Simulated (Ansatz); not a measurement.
Results of G0W0@PBEsol (plane waves, hard PAW, contour deformation, complete-basis limit; Ansatz, an electronic-structure program) for MgCO₃ (R-3c, No. 167).

Numerical settings: largest k mesh 6×6×6 (not extrapolated in the mesh).

Cell (measured lattice):

```cif
data_C6Mg6O18
_chemical_formula_sum 'Mg6 C6 O18'
_space_group_name_H-M_alt 'R-3c :H'
_space_group_IT_number 167
_space_group_name_Hall '-R 3 2"c'
_cell_length_a 4.63200
_cell_length_b 4.63200
_cell_length_c 15.00200
_cell_angle_alpha 90.000
_cell_angle_beta 90.000
_cell_angle_gamma 120.000
loop_
_atom_site_label
_atom_site_type_symbol
_atom_site_symmetry_multiplicity
_atom_site_Wyckoff_symbol
_atom_site_fract_x
_atom_site_fract_y
_atom_site_fract_z
_atom_site_occupancy
Mg1 Mg 6 b 0.00000 0.00000 0.00000 1
C1 C 6 a 0.00000 0.00000 0.25000 1
O1 O 18 e 0.27748 0.27748 0.25000 1
```
(The calculation used a cell of 10 atoms; values per cell refer to that cell.)

Question: What does this level give for the band gap?

Answer: 
* **band gap**: 8.64 eV (indirect)

Note: the correction to the complete basis was taken at k points off the band edges; cell and atoms aren't relaxed at this level; the gap holds a correction of +0.33 eV to the complete basis, taken at k points off the band edges.

Computed values are for the static lattice.

It cost roughly 9 core-hours of CPU time.
